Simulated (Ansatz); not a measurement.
Worked example: relaxation of the atoms of CdHgTe2 (R3m, 4 atoms in the cell) in Ansatz (a quantum-chemistry and plane-wave program).

Computed with LDA (PW92), default PAW files made with PBE (plane waves; Ansatz).

The change in words: one atom moved by 0.15 angstrom; relax: default → atoms; relax.f_tol: default → 0.02 eV/Å. Reference geometry:
```yaml
crystal:
  lattice:
    - [2.33525, 1.34826, 7.62127]
    - [-2.33525, 1.34826, 7.62127]
    - [0.00000, -2.69651, 7.62127]
  atoms:
    - { symbol: Cd, position: [0.99983, 0.99983, 0.99983] }
    - { symbol: Hg, position: [0.50002, 0.50002, 0.50002] }
    - { symbol: Te, position: [0.12482, 0.12482, 0.12482] }
    - { symbol: Te, position: [0.62535, 0.62535, 0.62535] }
```

Reference input (self-consistent single point, DFT, LDA (PW92), plane waves, default PAW files made with PBE): basis.ecutwfc = 30.9 Ry; kpoints.mp_grid.grid = 7 7 7; hamiltonian.xc = lda; hamiltonian.pseudopotentials = {kind: paw} (the program's default PAW files); scf.occupations.method = gaussian; scf.occupations.width = 0.0073 Ry. This run's input differs from it in these lines:

```diff
@@ -6,3 +6,3 @@
   atoms:
-    - { symbol: Cd, position: [0.999830, 0.999830, 0.999830] }
+    - { symbol: Cd, position: [1.006391, 1.006391, 1.006391] }
     - { symbol: Hg, position: [0.500017, 0.500017, 0.500017] }
@@ -19,2 +19,4 @@
   occupations: { method: gaussian, width: 0.0073 Ry }
+relax:
+  f_tol: 0.02
 output:
```

The program printed (abridged):

```
   [... SCF lines of the steps left out ...]
relax step   1: F+E_penalty+E_count = -35295.50456798 eV  Δ(F+E_penalty+E_count) = +0.000e0 eV  max|allowed force component| = 8.184e-1 eV/Å  Δτ_max = 0.0000 Å  (6 SCF iters, dr2 threshold 1.00e-5 eV, accepted)
relax step   2: F+E_penalty+E_count = -35295.55289931 eV  Δ(F+E_penalty+E_count) = -4.833e-2 eV  max|allowed force component| = 1.944e-1 eV/Å  Δτ_max = 0.1553 Å  (5 SCF iters, dr2 threshold 4.19e-5 eV, accepted)
relax step   3: F+E_penalty+E_count = -35295.55999694 eV  Δ(F+E_penalty+E_count) = -7.098e-3 eV  max|allowed force component| = 8.077e-2 eV/Å  Δτ_max = 0.0604 Å  (5 SCF iters, dr2 threshold 2.36e-6 eV, accepted)
relax step   4: F+E_penalty+E_count = -35295.56124586 eV  Δ(F+E_penalty+E_count) = -1.249e-3 eV  max|allowed force component| = 1.160e-2 eV/Å  Δτ_max = 0.0169 Å  (5 SCF iters, dr2 threshold 4.08e-7 eV, accepted)
relax step   5: F+E_penalty+E_count = -35295.56124587 eV  Δ(F+E_penalty+E_count) = -1.027e-8 eV  max|allowed force component| = 1.159e-2 eV/Å  Δτ_max = 0.0000 Å  (2 SCF iters, accepted)
the relaxation is at rest under the 6 symmetry operations that the run kept from its start: a minimum is not shown …
Stability not checked: this state was not tested for a lower state beside it, because too few of the mixer's solves of this state at the end of the SCF gave a …
Free energy (F): -35295.561246 eV
Internal energy: -35295.560612 eV  (E = F + TS)
E sigma→0 (E₀):  -35295.560929 eV
Entropy (-TS):   -0.000634 eV (-0.158 meV/atom)
Fermi energy:    6.954264 eV
--- Forces (eV/Å), atoms counted from 1 ---
  atom   1  Cd     0.00000000     0.00000000    -0.00876414
   [... lines left out ...]
  atoms:
    - { symbol: Cd, position: [1.0015124263817499, 1.0015124263817499, 1.0015124263817496] }
    - { symbol: Hg, position: [0.5015960598844473, 0.5015960598844473, 0.5015960598844472] }
    - { symbol: Te, position: [0.12644884522987393, 0.12644884522987393, 0.1264488452298739] }
    - { symbol: Te, position: [0.6270206685039295, 0.6270206685039295, 0.6270206685039293] }
```

The run converged.  The full log also holds: “iter 5 did not close the SCF: its close was put off for the readings that it lacked (scf_convergence_deferred on its scf_iter line)”.

Summary of the result:
```
Quantity                                                  Value
-----------------------------------------------  --------------
Free energy E − TS (on the zero of these files)  -35295.5612 eV
Fermi level (on the code's own zero)                    6.95 eV
Pressure                                              -3.16 GPa
Largest force (vector length)                        0.012 eV/Å
Relaxation steps                                              5
```

The starting cell comes from a database of computed structures (which also holds hypothetical and non-ambient phases and stackings), without a prior relaxation at this level. Its lattice was rescaled by up to half a per cent. For this run, on top of that: one atom moved by 0.15 angstrom. The relaxation keeps the symmetry of its start, so its end need not be a minimum. Ansatz's pressure includes its estimate of the finite-basis (Pulay) stress. The run gives no clean gap (levels at the Fermi energy touch, overlap or are partly filled at this smearing), which alone does not show that the compound is a metal.

Cost on one core of a shared machine: roughly 2 min.

Keys are those of Ansatz 0.2.
